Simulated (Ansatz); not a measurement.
Results of PBEsol in Ansatz (plane waves, PAW) for Ca3P2 (Pm-3m, No. 221, 5 atoms in the cell; start mp-1013547).

Settings: plane-wave cutoff 520 eV, 6×6×6 k mesh, Fermi–Dirac smearing 0.01 eV, scalar-relativistic PAW data made under PBE.

The cell is the one relaxed with PBEsol. Conventional cell: a = 5.2420 Å, b = 5.2420 Å, c = 5.2420 Å, α = 90.00°, β = 90.00°, γ = 90.00°.

```yaml
crystal:
  lattice:
    - [5.24195, 0.00000, 0.00000]
    - [0.00000, 5.24195, 0.00000]
    - [0.00000, 0.00000, 5.24195]
  atoms:
    - { symbol: Ca, position: [0.00000, 0.50000, 0.50000] }
    - { symbol: Ca, position: [0.50000, 0.00000, 0.50000] }
    - { symbol: Ca, position: [0.50000, 0.50000, 0.00000] }
    - { symbol: P, position: [0.00000, 0.00000, 0.00000] }
    - { symbol: P, position: [0.50000, 0.50000, 0.50000] }
```

### Question
List the 20 lowest band energies at Γ above −25 eV (eV, relative to the valence band maximum), grouping those that round alike.

### Answer
At Γ: -22.01 (×3), -21.90 (×3), -21.82 (×3), -10.03, -8.33, -1.66 (×3), 0.00 (×3), 0.38, 0.93 (×2).

A start named mp-… is a Materials Project structure, which need not be a measured phase.

Ansatz is a program for electronic structure.
